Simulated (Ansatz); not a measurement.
Cubic perovskite CsPbBr₃ (cubic high-temperature phase): LDA at its full settings (plane-wave cutoff 520 eV, 6×6×6 k mesh, Fermi–Dirac smearing 0.01 eV, scalar-relativistic PAW data made under PBE) and at cheaper ones, in a cell of 5 atoms with Γ-centred meshes.

| level and setting | equilibrium lattice constant a (Å) | bulk modulus B0 (GPa) |
|---|---|---|
| LDA (Ansatz) | 5.770 | 25.4 |
| LDA (Γ point alone) (Ansatz) | 5.607 | 36.1 |
| LDA (2×2×2 k mesh) (Ansatz) | 5.888 | 23.4 |
| LDA (4×4×4 k mesh) (Ansatz) | ___ | 25.4 |

**Question.** What belongs in the gaps?

**Answer.** 
- LDA (4×4×4 k mesh) (Ansatz, a first-principles code), equilibrium lattice constant a (Å): 5.781

Largest shifts from the full settings: lattice constant a -2.82 % (LDA (Γ point alone)); bulk modulus +42 % (LDA (Γ point alone)).

Caveats: the relaxation could not lower the start's symmetry, so the cell can be a saddle point above a distorted one (LDA, LDA (Γ point alone), LDA (2×2×2 k mesh), LDA (4×4×4 k mesh)). Ansatz's density-functional and Hartree–Fock values are scalar-relativistic unless marked +SOC, with PAW data made under PBE.

Run with cheap settings on purpose, which may leave them unconverged: LDA (2×2×2 k mesh), LDA (4×4×4 k mesh), LDA (Γ point alone).
